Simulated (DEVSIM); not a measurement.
Device: Ru/La2O3/p-Si capacitor, at 400 K.

Layer 1 from the left is La2O3, thickness (nm) 6.90. Layer 2 from the left is Si, thickness (nm) 9100, Na (cm⁻³) 4e15.

Metal gate on the left, work function 4.7 eV. Fixed charge at the semiconductor interface 0 cm⁻² (in units of +e); interface traps 3e11 cm⁻² eV⁻¹, uniform in energy, neutral level at 0.5 of the gap above the valence band.

Constants are typed, rounded textbook-type inputs, not results; the design itself was drawn at random and stands for no fabricated device. Values at 300 K; Nc and Nv go as T^1.5, mobilities as T to minus their exponent, the gap by Varshni's rule with the affinity fixed.

La2O3: gap (eV) 5.8, affinity (eV) 1.8, permittivity 27. Si: gap (eV) 1.124, affinity (eV) 4.05, permittivity 11.7, Nc (cm⁻³) 2.86e19, Nv (cm⁻³) 3.1e19, Varshni α (eV/K) 0.000473, Varshni β (K) 636.

DEVSIM, 1D Poisson equation in equilibrium, Boltzmann statistics, complete ionisation; no quantum confinement or tunnelling. Metal contacts follow the ideal Schottky-Mott rule: no Fermi-level pinning, no interface dipoles.

What does the simulation give for the minimum of the low-frequency capacitance, the threshold voltage (band bending 2φF), the flat-band voltage?

minimum of the low-frequency capacitance 0.0810 μF/cm²; threshold voltage (band bending 2φF) 0.34 V; flat-band voltage -0.13 V.
